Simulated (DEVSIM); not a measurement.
System: isotype n-n heterojunction Si/Ge, at 250 K.

Layer 1 from the left is Si, thickness (μm) 0.480, Nd (cm⁻³) 2.6e16, τn (s) 1.6e-6, τp (s) 1.6e-6. Layer 2 from the left is Ge, thickness (μm) 0.790, Nd (cm⁻³) 3.9e17, τn (s) 1.6e-6, τp (s) 1.6e-6.

Left contact: ohmic. Right contact: ohmic. Voltage is applied to the left contact. Recombination: SRH at mid-gap, radiative. Mobility is constant in doping.

The device is made up for the run: typed textbook-type constants, with dimensions and the other settings drawn at random. Values at 300 K; Nc and Nv go as T^1.5, mobilities as T to minus their exponent, the gap by Varshni's rule with the affinity fixed.

Si: gap (eV) 1.124, affinity (eV) 4.05, permittivity 11.7, Nc (cm⁻³) 2.86e19, Nv (cm⁻³) 3.1e19, μn (cm²/Vs) 1417, μp (cm²/Vs) 470, T exponent of μn 2.3, T exponent of μp 2.2, B (cm³/s) 4.7e-15, Varshni α (eV/K) 0.000473, Varshni β (K) 636. Ge: gap (eV) 0.664, affinity (eV) 4, permittivity 16, Nc (cm⁻³) 1.04e19, Nv (cm⁻³) 6e18, μn (cm²/Vs) 3900, μp (cm²/Vs) 1900, T exponent of μn 1.66, T exponent of μp 2.33, B (cm³/s) 6.4e-14, Varshni α (eV/K) 0.000477, Varshni β (K) 235.

Model (solved in DEVSIM): 1D drift-diffusion, Boltzmann statistics, complete ionisation; no tunnelling, impact ionisation, image-force lowering or self-heating. Band offsets follow the typed affinities; no thermionic-emission limit at abrupt steps, no polarisation charge.

What does the simulation give for the potential step across the device at zero bias?

potential step across the device at zero bias 0.130 V.
